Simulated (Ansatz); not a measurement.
Base system: an 18-atom supercell of Al₂Cu (space group I4/mcm, No. 140) at its relaxed geometry.

```yaml
crystal:
  lattice:
    - [0.00000, 6.05958, 0.00000]
    - [6.05958, 0.00000, 0.00000]
    - [3.02979, 3.02979, -7.31177]
  atoms:
    - { symbol: Al, position: [0.65828, 0.15828, 0.00000] }
    - { symbol: Al, position: [0.99161, 0.49161, 0.33333] }
    - { symbol: Al, position: [0.32494, 0.82494, 0.66667] }
    - { symbol: Al, position: [0.50839, 0.32494, 0.66667] }
    - { symbol: Al, position: [0.84172, 0.65828, 0.00000] }
    - { symbol: Al, position: [0.17506, 0.99161, 0.33333] }
    - { symbol: Al, position: [0.15828, 0.34172, 0.00000] }
    - { symbol: Al, position: [0.49161, 0.67506, 0.33333] }
    - { symbol: Al, position: [0.82494, 0.00839, 0.66667] }
    - { symbol: Al, position: [0.00839, 0.50839, 0.66667] }
    - { symbol: Al, position: [0.34172, 0.84172, 0.00000] }
    - { symbol: Al, position: [0.67506, 0.17506, 0.33333] }
    - { symbol: Cu, position: [0.08333, 0.08333, 0.83333] }
    - { symbol: Cu, position: [0.41667, 0.41667, 0.16667] }
    - { symbol: Cu, position: [0.75000, 0.75000, 0.50000] }
    - { symbol: Cu, position: [0.25000, 0.25000, 0.50000] }
    - { symbol: Cu, position: [0.58333, 0.58333, 0.83333] }
    - { symbol: Cu, position: [0.91667, 0.91667, 0.16667] }
```

Method: PBE (Ansatz, a first-principles code), no spin-orbit coupling.

For the base:

The pressure is 0.0 GPa.

Now apply this change: one Al atom is added in an open site, starting 1.83 Å from the nearest host atom, atoms relaxed at fixed cell, starting from a slightly rattled geometry.

Question: Predict the new pressure.

Answer: The pressure goes from zero to 10.4 GPa.

Question: What does the calculation give for the final site of the added atom after the change?

Answer: The final site of the added atom comes out as 5 Al at 2.42–2.76 Å and 4 Cu at 2.46–2.53 Å.

Question: What happens to the largest displacement of a host atom from its site in the perfect cell?

Answer: The largest displacement of a host atom from its site in the perfect cell comes out as 1.09 Å.

In so small a cell the defect repeats every few ångströms: this is an ordered compound, not a dilute defect. The final runs are not spin-polarised. The defect cell is not spin-polarised.
